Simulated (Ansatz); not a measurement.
# HfC in the rock salt structure (space group Fm-3m, No. 225)

HfC is taken in the cubic space group Fm-3m (No. 225), the rock salt structure, Pearson symbol cF8. Cell: a = b = c = 4.6407 Å, α = β = γ = 90.00°. C on 4a has 6 Hf at 2.320 Å (octahedral). Hf on 4b is surrounded by 6 C at 2.320 Å (octahedral). (Neighbours: up to the widest gap in distance over summed covalent radii, below 1.35, at either atom; cation-cation and far metal-metal contacts left out.)
(The calculation used a cell of 2 atoms; values per cell refer to that cell.)

Calculations: r2SCAN, PAW, 500 eV (Ansatz, an electronic-structure program; no spin-orbit coupling). k-mesh 17×17×17 (Γ-centred); smearing 0.05 eV (Fermi–Dirac).

```yaml
volume_per_atom: 12.49 Å³
density: 12.66 g/cm³
band_gap: zero
total_energy: -7993.450 eV/atom (σ→0; compares only within this code and set-up)
```

No phonon test of stability was made. The final runs are not spin-polarised.
